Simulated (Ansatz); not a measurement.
Worked example: relaxation of cell and atoms of TiNi (P6mm, 6 atoms in the cell) in Ansatz (an electronic-structure program).

Method: PBEsol-D3BJ, default PAW files made with PBE (plane waves; Ansatz).

```yaml
crystal:
  lattice:
    - [4.50383, 0.00000, 0.00000]
    - [-2.25191, 3.90043, 0.00000]
    - [0.00000, 0.00000, 4.75514]
  atoms:
    - { symbol: Ti, position: [0.00000, 0.00000, 0.72435] }
    - { symbol: Ti, position: [0.66667, 0.33333, 0.14725] }
    - { symbol: Ti, position: [0.33333, 0.66667, 0.14725] }
    - { symbol: Ni, position: [0.00000, 0.00000, 0.21423] }
    - { symbol: Ni, position: [0.33333, 0.66667, 0.65346] }
    - { symbol: Ni, position: [0.66667, 0.33333, 0.65346] }
```

Reference input (self-consistent single point, DFT, PBEsol, plane waves, default PAW files made with PBE): basis.ecutwfc = 420 eV; kpoints.mp_grid.grid = 6 6 5; hamiltonian.xc = pbesol; hamiltonian.pseudopotentials = {kind: paw} (the program's default PAW files); scf.occupations.method = fermi_dirac; scf.occupations.width = 0.1 eV. This run's input differs from it in these lines:

```diff
@@ -20,2 +20,3 @@
   xc: pbesol
+  dispersion: d3bj
   pseudopotentials:
@@ -26,2 +27,4 @@
     width: 0.1
+relax:
+  cell: {}
 output:
```

The program printed (abridged):

```
   [... SCF lines of the steps left out ...]
relax step   1: F+E_penalty+E_count = -24840.41135227 eV  Δ(F+E_penalty+E_count) = +0.000e0 eV  max|allowed force component| = 6.461e-2 eV/Å  Δτ_max = 0.0000 Å  P = -11.136 GPa  Ω = 83.533 Å³  (8 SCF iters, dr2 threshold 1.00e-7 eV, accepted)
relax step   2: F+E_penalty+E_count = -24840.66209984 eV  Δ(F+E_penalty+E_count) = -2.507e-1 eV  max|allowed force component| = 1.747e-1 eV/Å  Δτ_max = 0.0616 Å  P = -1.255 GPa  Ω = 77.628 Å³  energy of the carried Pulay correction = +1.172e-3 eV  [...]
   [... lines left out ...]
relax step   7: F+E_penalty+E_count = -24840.66909014 eV  Δ(F+E_penalty+E_count) = -1.649e-6 eV  max|allowed force component| = 2.081e-3 eV/Å  Δτ_max = 0.0008 Å  P = -0.002 GPa  Ω = 76.854 Å³  energy of the carried Pulay correction = -4.456e-6 eV  [...]
relax step   8: F+E_penalty+E_count = -24840.66909292 eV  Δ(F+E_penalty+E_count) = -2.779e-6 eV  max|allowed force component| = 2.090e-3 eV/Å  Δτ_max = 0.0000 Å  P = -0.002 GPa  Ω = 76.854 Å³  stress off target by 3.43e-3 GPa  SCF on the basis [...]
basis re-selected at this cell: Δ(F+E_penalty+E_count) = -2.779e-6 eV, ΔP = +0.000 GPa vs the last step
the relaxation is at rest under the 12 symmetry operations that the run kept from its start: a minimum is not shown …
Stability not checked: this state was not tested for a lower state beside it, because too few of the mixer's solves of this state at the end of the SCF gave a …
Free energy (F): -24840.669093 eV
Internal energy: -24840.489638 eV  (E = F + TS)
   [... lines left out ...]
Fermi energy:    17.019526 eV
  cell:  # Å, volume = 76.8544 Å³
   [... lines left out ...]
    - { symbol: Ti, position: [0.3333333333333333, 0.6666666666666666, 0.13859673176919157] }
    - { symbol: Ni, position: [1.5276666280355883e-18, -1.3312492289434413e-34, 0.24029555809433767] }
    - { symbol: Ni, position: [0.3333333333333333, 0.6666666666666666, 0.6404191571415474] }
    - { symbol: Ni, position: [0.6666666666666666, 0.3333333333333333, 0.6404191571415474] }
```

The run converged.  The full log also holds: “iter 4 did not close the SCF: its close was put off for the readings that it lacked (scf_convergence_deferred on its scf_iter line)”. The full log also holds: “iter 5 did not close the SCF: its close was put off for the readings that it lacked (scf_convergence_deferred on its scf_iter line)”.

Summary of the result:
- Free energy E − TS (on the zero of these files): -24840.6691 eV
- Fermi level (on the code's own zero): 17.02 eV
- Pressure: 0.00 GPa
- Largest force (vector length): 0.002 eV/Å
- Dispersion energy: -3.371 eV
- Final cell: a = 4.358 Å, b = 4.358 Å, c = 4.673 Å, α = 90.00°, β = 90.00°, γ = 120.00°
- Final volume per atom: 12.81 Å³
- Relaxation steps: 8

The starting cell comes from a database of computed structures (which also holds hypothetical and non-ambient phases and stackings), without a prior relaxation at this level. Spin polarisation is off. The relaxation keeps the symmetry of its start, so its end need not be a minimum. Ansatz's pressure includes its estimate of the finite-basis (Pulay) stress.

Cost on one core of a shared machine: roughly 50 s.

Keys are those of Ansatz 0.2.
